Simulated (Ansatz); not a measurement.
**Hf: uniaxial strain ε_xx = +1.93 %**

Start from Hf in the hcp (Mg type) structure (space group P6_3/mmc, No. 194; a = 3.1591 Å, c = 5.0001 Å). Axes: x lies along a and z along c of the hexagonal cell.

It is then changed as follows: the cell is stretched by 1.93 % along x with no lateral relaxation, atoms relaxed at fixed cell.

The values are results of PBEsol, PAW, 420 eV (Ansatz, a first-principles code; no SOC), not measurements. k-mesh 17×17×9 (Γ-centred); smearing 0.05 eV (Fermi–Dirac).

- Volume per atom: 22.02 Å³ (base 21.61 Å³)
- Space group: Cmcm (No. 63) (base P6_3/mmc (No. 194))
- Shortest interatomic distance: 3.103 Å (base 3.095 Å)
- Energy relative to the base (free energy F): +4.5 meV/atom
- Band gap: zero (base zero)
- Largest internal atomic displacement: 0.012 Å
- Stress (xx, yy, zz, yz, xz, xy; compression positive): (-3.4, -1.4, -1.4, 0.0, 0.0, 0.0) GPa (rough)

Cost of the whole job for the changed cell (relaxation, final SCF and bands): around 60 core-seconds (rough).

Without a gap, meshes like the base's 17×17×9 leave anisotropic stresses uncertain by several tenths of a GPa, and small strain energies with them. No phonon test of stability was made. All final runs are without spin polarisation.
